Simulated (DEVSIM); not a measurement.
Structure: Ge p-i-n diode, at 300 K.

Layer 1 from the left is Ge, thickness (μm) 0.390, Na (cm⁻³) 3.2e17, τn (s) 0.00017, τp (s) 0.00017. Layer 2 from the left is Ge, thickness (μm) 0.230, Nd (cm⁻³) 1.9e11, τn (s) 0.00017, τp (s) 0.00017. Layer 3 from the left is Ge, thickness (μm) 0.590, Nd (cm⁻³) 5.1e17, τn (s) 0.00017, τp (s) 0.00017.

Left contact: ohmic. Right contact: ohmic. Voltage is applied to the left contact. Recombination: SRH at mid-gap, radiative, Auger. Mobility is constant in doping.

The device is made up for the run: typed textbook-type constants, with dimensions and the other settings drawn at random. Values at 300 K.

Ge: gap (eV) 0.664, affinity (eV) 4, permittivity 16, Nc (cm⁻³) 1.04e19, Nv (cm⁻³) 6e18, μn (cm²/Vs) 3900, μp (cm²/Vs) 1900, B (cm³/s) 6.4e-14, Cn (cm⁶/s) 1e-31, Cp (cm⁶/s) 1e-31.

DEVSIM, 1D drift-diffusion, Boltzmann statistics, complete ionisation; no tunnelling, impact ionisation, image-force lowering or self-heating.

**Question.** What does the simulation give for the dark forward voltage at 100 A/cm², the dark forward voltage at 1 A/cm²?

**Answer.** dark forward voltage at 100 A/cm² 0.308 V; dark forward voltage at 1 A/cm² 0.188 V.
